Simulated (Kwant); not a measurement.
System: quantum point contact (saddle potential) in a InAs two-dimensional gas. Effective mass 0.023 mₑ, grid spacing 6.2 nm, hard walls, nominal width 150 nm (25 grid rows, so walls 161.2 nm apart), one parabolic valley, scattering region 450 nm long along x; energies count from the band bottom; Fermi energy 0.00966 eV. Potential (V0 + ½k y²) cos²(πx/L) for |x| < L/2, with V0 swept from 0.010143 to 0 eV, k = 1.2e-05 eV/nm², L = 110 nm.

Constants are typed, rounded textbook-type inputs, not results; the design itself was drawn at random and stands for no fabricated device.

Model: effective-mass tight-binding model on a square grid, one spin, coherent transport at 0 K (Kwant). Conductance is in e²/h.

Sweep values stay those of the base run.

The effective mass was swept, all else fixed.

```tsv
effective mass (mₑ)	G (e²/h) at V0 = 7.644 meV	G (e²/h) at V0 = 2.646 meV	mean G (e²/h) over the sweep	G (e²/h) at V0 = 5.145 meV
0.014	0.23	0.97	0.61	0.64
0.018	0.25	1.02	0.66	0.72
0.023	0.28	1.08	0.75	0.83
0.03	0.34	1.20	0.87	0.93
```

From the first row to the last the G at V0 = 7.644 meV goes from 0.23 to 0.34. From the first row to the last the G at V0 = 2.646 meV goes from 0.97 to 1.20.
